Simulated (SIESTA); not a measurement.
SIESTA run on Lu2C (R-3m, 3 atoms in the cell): self-consistent single point

Level of theory: SIESTA with GGA PBEsol, numerical atomic orbitals DZP, PseudoDojo PBEsol standard norm-conserving potentials (rewritten from UPF to PSML).

Input as run:

```
# files in the folder: Lu.psml C.psml (PseudoDojo PBEsol standard)
SystemName  Lu2C
SystemLabel Lu2C

NumberOfAtoms                3
NumberOfSpecies              2
%block ChemicalSpeciesLabel
  1 71 Lu
  2 6 C
%endblock ChemicalSpeciesLabel
LatticeConstant              1.0 Ang
%block LatticeVectors
     1.747255000    1.008778000    5.837680000
    -1.747255000    1.008778000    5.837680000
     0.000000000   -2.017556000    5.837680000
%endblock LatticeVectors
AtomicCoordinatesFormat      Fractional
%block AtomicCoordinatesAndAtomicSpecies
     0.240829000    0.240829000    0.240829000  1
     0.759171000    0.759171000    0.759171000  1
     0.500000000    0.500000000    0.500000000  2
%endblock AtomicCoordinatesAndAtomicSpecies

XC.functional                GGA
XC.authors                   PBEsol
PAO.BasisSize                DZP
PAO.EnergyShift              0.01 Ry
MeshCutoff                   400 Ry
%block kgrid.MonkhorstPack
    9   0   0  0.0
    0   9   0  0.0
    0   0   9  0.0
%endblock kgrid.MonkhorstPack
OccupationFunction           MP
OccupationMPOrder            0
ElectronicTemperature        100.0 meV

MaxSCFIterations             150
SCF.Mixer.Method             Pulay
SCF.Mixer.Weight             0.25
SCF.Mixer.History            6
SCF.DM.Tolerance             1.0E-04
Diag.ParallelOverK           true
WriteForces                  true
```

Output, abridged:

```
reinit: Reading from file input.fdf

reinit: System Name: Lu2C
reinit: System Label: Lu2C

coor:   Atomic-coordinates input format  =     Fractional

siesta: Atomic coordinates (Bohr) and species
siesta:      0.00000   0.00000   7.97020  1        1
siesta:      0.00000   0.00000  25.12465  1        2
siesta:      0.00000   0.00000  16.54742  2        3

siesta: System type = bulk

initatomlists: Number of atoms, orbitals, and projectors:      3    79    72

siesta: ******************** Simulation parameters ****************************
redata: Spin configuration                          = none
redata: Time-Reversal Symmetry                      = T
redata: Number of Atomic Species                    =        2
redata: Mesh Cutoff                                 =   400.0000 Ry
redata: Net charge of the system                    =     0.0000 |e|
redata: Min. number of SCF Iter                     =        0
redata: Max. number of SCF Iter                     =      150
redata: SCF convergence failure will abort job
redata: SCF mix quantity                            = Hamiltonian
redata: Mix DM or H after convergence               =   F
redata: Recompute H after scf cycle                 =   F
redata: Mix DM in first SCF step                    =   T
redata: No kicks to SCF
redata: DM Mixing Weight for Kicks                  =     0.5000
redata: Require Harris convergence for SCF          =   F
redata: Harris energy tolerance for SCF             =     0.000100 eV
redata: Require DM convergence for SCF              =   T
redata: DM tolerance for SCF                        =     0.000100
redata: Require EDM convergence for SCF             =   F
redata: EDM tolerance for SCF                       =     0.001000 eV
redata: Require H convergence for SCF               =   T
redata: Hamiltonian tolerance for SCF               =     0.001000 eV
redata: Require (free) Energy convergence for SCF   =   F
redata: (free) Energy tolerance for SCF             =     0.000100 eV
redata: Using DFT-D3 dispersion                     =   F
redata: Using Saved Data (generic)                  =   F
redata: Method of Calculation                       = Diagonalization
redata: Electronic Temperature                      =  1160.4518 K
redata: Number of TDED substeps                     =        3
redata: Dynamics option                             = Single-point calculation
redata: Save all siesta data in one NC              =   F
redata: ***********************************************************************

%block SCF.Mixers
  Pulay
%endblock SCF.Mixers

%block SCF.Mixer.Pulay
  # Mixing method
  method pulay
  variant stable

  # Mixing options
  weight 0.2500
  weight.linear 0.2500
  history 6
%endblock SCF.Mixer.Pulay

DM_history_depth set to one: no extrapolation allowed by default for geometry relaxation
Size of DM history Fstack: 1
Total number of electrons:    54.000000
Total ionic charge:    54.000000

* ProcessorY, Blocksize:    1  64

* Orbital distribution balance (max,min):    79    79

 Kpoints in:          405 . Kpoints trimmed:          365

siesta: k-grid: Number of k-points = 365
siesta: k-points from Monkhorst-Pack grid
siesta: k-cutoff (effective) =    15.725 Ang
siesta: k-point supercell and displacements
siesta: k-grid:     9     0     0      0.000
siesta: k-grid:     0     9     0      0.000
siesta: k-grid:     0     0     9      0.000

diag: Algorithm                                     = D&C
diag: Parallel over k                               =   F
diag: Use parallel 2D distribution                  =   F
diag: Parallel block-size                           = 64
diag: Parallel distribution                         =     1 x     1
diag: Used triangular part                          = Lower
diag: Absolute tolerance                            =  0.100E-15
diag: Orthogonalization factor                      =  0.100E-05
diag: Memory factor                                 =  1.0000

superc: Internal auxiliary supercell:     7 x     7 x     7  =     343
superc: Number of atoms, orbitals, and projectors:   1029  27097  24696

                        Single-point calculation

superc: Internal auxiliary supercell:     7 x     7 x     7  =     343
superc: Number of atoms, orbitals, and projectors:   1029  27097  24696

outcell: Unit cell vectors (Ang):
        1.747255    1.008778    5.837680
       -1.747255    1.008778    5.837680
        0.000000   -2.017556    5.837680

outcell: Cell vector modules (Ang)   :    6.176491    6.176491    6.176491
outcell: Cell angles (23,13,12) (deg):     32.8653     32.8653     32.8653
outcell: Cell volume (Ang**3)        :     61.7367
new_DM -- step:     1
Initializing Density Matrix...

Attempting to read DM from file... Failed...
DM filled with atomic data:

InitMesh: MESH = 72 x 72 x 72 = 373248
InitMesh: Mesh cutoff (required, used) =   400.000   420.423 Ry

stepf: Methfessel-Paxton step function
       Using Hermite-Gauss polynomials of order  0

        iscf     Eharris(eV)        E_KS(eV)     FreeEng(eV)     dDmax    Ef(eV) dHmax(eV)
   scf:    1   -13520.917686   -13558.315965   -13558.333439  1.008562 -3.888658 15.374899
   scf:    2   -13575.081472   -13572.446160   -13572.458255  0.516004 -4.479143  2.103759
   scf:    3   -13572.864527   -13572.994310   -13573.008569  0.076182 -4.441068  0.882740
   scf:    4   -13573.085890   -13573.064654   -13573.078428  0.055780 -4.493048  0.386437
   scf:    5   -13573.067781   -13573.069168   -13573.083111  0.058119 -4.538017  0.239356
   scf:    6   -13573.072475   -13573.071123   -13573.085008  0.016063 -4.526556  0.033490
   scf:    7   -13573.071354   -13573.071281   -13573.085148  0.003486 -4.530361  0.024059
   scf:    8   -13573.071260   -13573.071278   -13573.085165  0.001556 -4.530968  0.006837
   scf:    9   -13573.071286   -13573.071282   -13573.085167  0.000384 -4.530757  0.000406
   scf:   10   -13573.071282   -13573.071282   -13573.085167  0.000030 -4.530743  0.000287

SCF Convergence by DM+H criterion
max |DM_out - DM_in|         :     0.0000297490
max |H_out - H_in|      (eV) :     0.0002867375
SCF cycle converged after 10 iterations

Using DM_out to compute the final energy and forces

siesta: E_KS(eV) =           -13573.0713

siesta: E_KS - E_eggbox =    -13573.0713

siesta: Atomic forces (eV/Ang):
     1   -0.000000   -0.000000   -0.026696
     2    0.000000    0.000000    0.026696
     3    0.000000   -0.000000    0.000000
   Tot    0.000000   -0.000000    0.000000
   Max    0.026696
   Res    0.012585    sqrt( Sum f_i^2 / 3N )
   Max    0.026696    constrained

Stress tensor Voigt[x,y,z,yz,xz,xy] (kbar):       53.21       53.21       39.86       -0.00       -0.00       -0.00
(Free)E + p*V (eV/cell)   -13574.9641
Target enthalpy (eV/cell)   -13573.0852

siesta: Program's energy decomposition (eV):
siesta: Ebs     =      -906.235032
siesta: Eions   =     18809.820435
siesta: Ena     =      1686.716856
siesta: Ekin    =      8529.811837
siesta: Enl     =     -2971.214239
siesta: Eso     =         0.000000
siesta: Edftu   =         0.000000
siesta: DEna    =        55.709417
siesta: DUscf   =         2.014621
siesta: DUext   =         0.000000
siesta: Ex      =     -1944.246654
siesta: Ec      =      -122.042685
siesta: Exc     =     -2066.289339
siesta: Eharris =    -13573.071282
siesta: Etot    =    -13573.071282
siesta: FreeEng =    -13573.085167

siesta: Stress tensor (static) (eV/Ang**3):
siesta:     0.033214    0.000000   -0.000000
siesta:    -0.000000    0.033214   -0.000000
siesta:    -0.000000   -0.000000    0.024878

siesta: Cell volume =         61.736703 Ang**3

siesta: Pressure (static):
siesta:                Solid            Molecule  Units
siesta:          -0.00033148         -0.00034573  Ry/Bohr**3
siesta:          -0.03043538         -0.03174383  eV/Ang**3
siesta:         -48.76285593        -50.85922482  kBar
```

The run converged in 10 iterations.

The starting cell comes from a database of computed structures (which also holds hypothetical and non-ambient phases and stackings), without a prior relaxation at this level. Values carry the incompleteness of an atom-centred basis. With a pressure of about -5 GPa the cell is away from its equilibrium volume at this level.

Cost on one core of a shared machine: roughly 90 s.
